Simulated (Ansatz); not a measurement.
```
CELL_PARAMETERS angstrom
     22.00000     0.00000     0.00000
      0.00000    22.00000     0.00000
      0.00000     0.00000     4.27098
ATOMIC_POSITIONS crystal
  C  0.75089 0.50000 0.66645
  C  0.74460 0.55583 0.83355
  C  0.75089 0.50000 0.33355
  C  0.72604 0.60886 0.66645
  C  0.69615 0.65643 0.83355
  C  0.74460 0.55583 0.16645
  C  0.72604 0.60886 0.33355
  C  0.65643 0.69615 0.66645
  C  0.60886 0.72604 0.83355
  C  0.69615 0.65643 0.16645
  C  0.65643 0.69615 0.33355
  C  0.55583 0.74460 0.66645
  C  0.50000 0.75089 0.83355
  C  0.60886 0.72604 0.16645
  C  0.55583 0.74460 0.33355
  C  0.44417 0.74460 0.66645
  C  0.39114 0.72604 0.83355
  C  0.50000 0.75089 0.16645
  C  0.44417 0.74460 0.33355
  C  0.34357 0.69615 0.66645
  C  0.30385 0.65643 0.83355
  C  0.39114 0.72604 0.16645
  C  0.34357 0.69615 0.33355
  C  0.27396 0.60886 0.66645
  C  0.25540 0.55583 0.83355
  C  0.30385 0.65643 0.16645
  C  0.27396 0.60886 0.33355
  C  0.24911 0.50000 0.66645
  C  0.25540 0.44417 0.83355
  C  0.25540 0.55583 0.16645
  C  0.24911 0.50000 0.33355
  C  0.27396 0.39114 0.66645
  C  0.30385 0.34357 0.83355
  C  0.25540 0.44417 0.16645
  C  0.27396 0.39114 0.33355
  C  0.34357 0.30385 0.66645
  C  0.39114 0.27396 0.83355
  C  0.30385 0.34357 0.16645
  C  0.34357 0.30385 0.33355
  C  0.44417 0.25540 0.66645
  C  0.50000 0.24911 0.83355
  C  0.39114 0.27396 0.16645
  C  0.44417 0.25540 0.33355
  C  0.55583 0.25540 0.66645
  C  0.60886 0.27396 0.83355
  C  0.50000 0.24911 0.16645
  C  0.55583 0.25540 0.33355
  C  0.65643 0.30385 0.66645
  C  0.69615 0.34357 0.83355
  C  0.60886 0.27396 0.16645
  C  0.65643 0.30385 0.33355
  C  0.72604 0.39114 0.66645
  C  0.74460 0.44417 0.83355
  C  0.69615 0.34357 0.16645
  C  0.72604 0.39114 0.33355
  C  0.74460 0.44417 0.16645
```

Levels: PBE (plane waves to 420 eV, PAW; Ansatz, a quantum-chemistry and plane-wave program); r2SCAN (plane waves to 500 eV, PAW; Ansatz); HSE06 (Ansatz). Unmarked values and the geometry are of the first. Mesh 1×1×18. No spin polarisation. Isolated but for its images some 11 Å away. A model structure. Only distortions within the start's symmetry and period were free. HSE06 ran on a 1×1×4 mesh and at PBE's edge points. Buckling under compression is shut out by symmetry and the short period.

### Question
Say what this body is, and give its properties.

### Answer
(14,0) carbon nanotube. An idealised model, rolled from the flat sheet.
| Property | Result |
|---|---|
| mean diameter | 11.04 Å |
| energy over the flat sheet | +64 meV/atom |
| PBE gap | 0.71 eV, direct at Γ |
| electron mass along the axis (PBE) | 0.13 mₑ |
| hole mass along the axis (PBE) | 0.12 mₑ |
| valence and conduction edges under the vacuum level (PBE) | 4.64 and 3.93 eV |
| r2SCAN gap at this geometry | 0.75 eV |
| HSE06 gap at this geometry | 0.87 eV |
| axial stiffness dF/dε | 1180 nN |
